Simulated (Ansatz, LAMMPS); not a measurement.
Si well of 21 atomic layers along [001] in random Si0.7Ge0.3, interfaces graded over 8 layers. Cell 16.67 × 16.67 × 65.92 Å, Si713Ge151, 864 atoms. Prepared with LAMMPS with Tersoff's 1989 multicomponent potential (SiCGe.tersoff): minimisation. 

Basis: localised support functions (accuracy medium) on a full density matrix. k-points: zone centre alone; occupations: Fermi-Dirac, 0.010 eV; spin polarisation not allowed. No spin-orbit coupling.

Problem. What is the computed gap and bonding (PBE, support functions at accuracy medium on the grid of 370 eV (Ansatz, an electronic-structure program))?

Solution. 
* **Kohn-Sham gap of the cell on its k-mesh**: 0.38 eV
* **weight of the highest filled level on the well**: 0.35
* **weight of the lowest empty level on the well**: 0.98
* **coordination (neighbours within 2.857 Å)**: 100.0 % 4-fold
* **Ge-Ge bonds, mean ± spread**: 2.470 ± 0.008 Å
* **Ge-Si bonds, mean ± spread**: 2.425 ± 0.007 Å
* **Si-Si bonds, mean ± spread**: 2.383 ± 0.006 Å
* **bond angles, mean ± spread**: 109.5° ± 1.1°
* **pressure**: -1.00 GPa
